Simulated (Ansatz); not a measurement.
Take KCl in the rock salt structure (space group Fm-3m, No. 225) as the base.

```
CELL_PARAMETERS angstrom
      0.00000     3.12135     3.12135
      3.12135     0.00000     3.12135
      3.12135     3.12135     0.00000
ATOMIC_POSITIONS crystal
  K  0.00000 0.00000 0.00000
  Cl 0.50000 0.50000 0.50000
```

The values are results of PBEsol in Ansatz (plane waves to 420 eV, PAW, scalar-relativistic without spin-orbit coupling), not measurements.

Base values:

| Quantity | Result |
|---|---|
| Valley order | Γ 5.10 eV; X along ⟨100⟩ 6.37 eV |
| Lattice parameter a | 6.243 Å |

Now apply this change: a hydrostatic pressure of 1.5 GPa.

**Question.** Predict the new valley order and lattice parameter a.

**Answer.** The valley order (the lowest conduction-band minima on the path, energy above the VBM, named in the base's zone) becomes Γ 5.34 eV; X along ⟨100⟩ 6.28 eV (base: Γ 5.10 eV; X along ⟨100⟩ 6.37 eV); the lattice parameter a decreases by 0.1415 Å to 6.101 Å.

The levels and masses belong to the bands next to the band gap. Load acts through the strain it causes; cell and atoms are relaxed under it. Stability against distortions was not tested.

Ansatz is a first-principles code.
